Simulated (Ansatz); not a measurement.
## What Tb on a Hf site, symmetric start does to HfO2

Start from a 24-atom supercell of HfO2 in the fluorite structure (space group Fm-3m, No. 225; a = 5.098 Å) at its relaxed geometry.

Now apply this change: a neutral Tb on a Hf site, symmetric start, atoms relaxed at fixed cell.

Computed with Ansatz (an electronic-structure program) PBE, without spin-orbit coupling. Settings: 4×4×4 k-points, 0.01 eV Fermi–Dirac smearing.

The pressure goes from zero to 3.8 GPa and the total moment of the cell is 7.0 μB. The energy gained by relaxation comes out as 0.24 eV and the largest displacement of a host atom from its site in the perfect cell comes out as 0.05 Å. The mean distance from the defect site to its nearest host atoms goes up by 0.05 Å, from 2.21 Å to 2.26 Å.

Other magnetic orders, which the real material may have, were not ruled out. The 4f electrons are in the valence with no U and their state was not checked, so volumes and moments can be off. In so small a cell the defect repeats every few ångströms: this is an ordered compound, not a dilute defect. The defect started on the symmetric site and kept its symmetry, so it may sit on a saddle. No Hubbard U is applied, and correlation can decide whether such a compound is a metal. The defect cell is spin-polarised and ends with 7.0 μB. This is not the structure that HfO2 has at room temperature and ambient pressure.
